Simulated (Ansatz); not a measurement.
The reference is BeS (space group P6_422, No. 181; a = 3.424 Å, c = 7.746 Å; a hypothetical phase, not in the database extracts checked).

One thing is altered: a hydrostatic pressure of 5 GPa.

Levels (all Ansatz, a program for electronic structure, PAW): PBEsol (420 eV, no SOC); HSE06 (420 eV, no SOC).

The geometry is relaxed with PBEsol.

PBEsol lowest conduction level above the VBM at special points: M 2.40 eV; L 2.99 eV; A 3.41 eV; Γ 3.96 eV

With HSE06 at the same geometry, the lowest conduction level above the VBM at special points goes from M 2.40 eV; L 2.99 eV; A 3.41 eV; Γ 3.96 eV to M 3.44 eV; L 4.03 eV; A 4.53 eV; Γ 5.11 eV.

Single points use the geometry relaxed with PBEsol. HSE06 gaps are upper bounds (no full band path). The levels and masses belong to the bands next to the band gap. Load acts through the strain it causes; cell and atoms are relaxed under it. Stability against distortions was not tested. No other phases were tried under pressure. The base started in P3_121 and relaxed to P6_422 at this level.
